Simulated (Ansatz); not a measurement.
Start from TlZnBr3 in the cubic perovskite structure (space group Pm-3m, No. 221; a = 5.135 Å; a hypothetical phase, not in the database extracts checked).

Computed with PBEsol (Ansatz, a program for electronic structure), no spin-orbit coupling.

Before the change:

The pressure is 0.0 kbar.

One thing is altered: an isotropic linear strain of +2.80 %, atoms relaxed at fixed cell.

Question: Estimate the effect on the pressure.

Answer: The pressure goes from zero to -24.9 kbar.

Question: Estimate the effect on the energy relative to the base.

Answer: The energy goes up by 20 meV/atom.

Whether these cells are dynamically stable was not tested. Many cubic perovskites are stable only at high temperature; tilts and polar distortions were not tested.
